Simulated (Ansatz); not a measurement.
Results of revPBE (PAW; Ansatz, an electronic-structure program) for CsCl-type RuAl.

Input:

Ansatz 0.2 input:
```yaml
crystal:
  lattice:
    - [3.0166509879, 0.0, 0.0]
    - [0.0, 3.0166509879, 0.0]
    - [0.0, 0.0, 3.0166509879]
  atoms:
    - { symbol: Al, position: [0.5, 0.5, 0.5] }
    - { symbol: Ru, position: [0.0, 0.0, 0.0] }
basis:
  ecutwfc: 520
  ecutrho_ratio: 4
  xc_grid: 2
kpoints:
  mp_grid: { grid: [18, 18, 18] }
hamiltonian:
  xc: revpbe
  dispersion: none
  pseudopotentials: { kind: paw }
scf:
  occupations: { method: fermi_dirac, width: 0.05 }
  convergence: { dr2_threshold: 0.0000000002 }
output:
  forces: true
  stress: true
  eigenvalues: true
```

The run printed, among other lines:

```
Crystal: 2 atoms, lattice volume = 27.452 Å³
Basis set: ecut = 520 eV, 739 PW (Γ), exchange–correlation on 48×48×48 points (8 copies of the dense FFT grid, shifted against one another)
Bands: 14, of which v1, the nominal top of the filled ones, is band 10 counted from 1 (9 counted from 0)
Symmetry: 48 space group operations
Space group: Pm-3m (ITA 221), of the structure as read, at distance tolerance 3.0e-5 Å
k-points: 220 of 5832
Functional: x = revpbe(κ = 1.245, μ = 0.2195149727645171), c = pbe(β = 0.06672455060314922)
SCF iter   1: F=—  HF=-6424.780662 eV  |F-HF|=—  |Δ(HF+E_count)|=         —  Δρ=2.64e-3  dr2=9.47e-4
SCF iter   2: F=—  HF=-6424.780471 eV  |F-HF|=—  |Δ(HF+E_count)|=   1.90e-4  Δρ=1.53e-3  dr2=3.41e-4
  ...
SCF iter   6: F=—  HF=-6424.780425 eV  |F-HF|=—  |Δ(HF+E_count)|=   1.67e-8  Δρ=4.99e-6  dr2=1.35e-9
SCF iter   7: F=-6424.780425 eV  HF=-6424.780425 eV  |F-HF|=2.73e-12  |Δ(HF+E_count)|=  2.86e-10  Δρ=8.02e-7  dr2=2.37e-11
SCF 1 converged in 7 iterations: F = -6424.780425 eV  dr2 = 2.37e-11
SCF converged after 7 iterations
Free energy (F): -6424.780425 eV
Internal energy: -6424.767412 eV  (E = F + TS)
E sigma→0 (E₀):  -6424.773919 eV
Fermi energy:    15.697855 eV
--- Forces (eV/Å), atoms counted from 1 ---
  atom   1  Al     0.00000000    -0.00000000    -0.00000000
  atom   2  Ru    -0.00000000     0.00000000     0.00000000
--- Stress (GPa, compression-positive) ---
        0.003335      -0.000000       0.000000
       -0.000000       0.003335       0.000000
        0.000000       0.000000       0.003335
  P = ⅓ Tr σ = 0.0033 GPa (0.033 kbar)
```

The PAW data were made under PBE.
